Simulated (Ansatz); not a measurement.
Take W in the bcc (W type) structure (space group Im-3m, No. 229; a = 3.169 Å; relaxed with 0.1 eV smearing) as the base. Axes: x, y, z lie along the cube axes.

Computed with r2SCAN/PAW in Ansatz (a quantum-chemistry and plane-wave program), spin-orbit coupling left out.

Strains are applied to the cell and any free atomic positions relax; under biaxial strain the out-of-plane vector relaxes too.

One change was made to it. Results:

```json
[
 {"quantity": "energy relative to the base (free energy F)", "base": "0 meV/atom", "after": "+6.0 meV/atom"},
 {"quantity": "shortest interatomic distance", "base": "2.744 Å", "after": "2.733 Å"}
]
```

Q: Which of these changes matches the shifts?
A) biaxial strain −0.99 %, plane normal [001], relaxed out of plane
B) isotropic strain +2.55 %
C) uniaxial strain ε_xx = −0.73 %
D) biaxial strain −3.36 %, plane normal [111], relaxed out of plane

A: A, biaxial strain −0.99 %, plane normal [001], relaxed out of plane. For comparison, the energy relative to the base in the other runs: uniaxial strain ε_xx = −0.73 % gives +1.5 meV/atom; isotropic strain +2.55 % gives +86 meV/atom; biaxial strain −3.36 %, plane normal [111], relaxed out of plane gives +65 meV/atom.

Stability against distortions was not tested. All final runs are without spin polarisation.
